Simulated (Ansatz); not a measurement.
V in the bcc (W type) structure (space group Im-3m, No. 229)

```yaml
crystal:
  lattice:
    - [-1.47934, 1.47934, 1.47934]
    - [1.47934, -1.47934, 1.47934]
    - [1.47934, 1.47934, -1.47934]
  atoms:
    - { symbol: V, position: [0.00000, 0.00000, 0.00000] }
```

Method: plane-wave PAW DFT at the PBEsol level (Ansatz, a program for electronic structure, 420 eV), without spin-orbit coupling. k-mesh 22×22×22 (Γ-centred); smearing 0.05 eV (Fermi–Dirac).

* **Volume per atom**: 12.95 Å³
* **Density**: 6.53 g/cm³
* **Band gap**: zero
* **Total energy**: -2885.289 eV/atom (σ→0; compares only within this code and set-up)

Stability against distortions was not tested. Starting moments died away, wholly or in part, for the base; another magnetic solution may exist. All final runs are without spin polarisation.
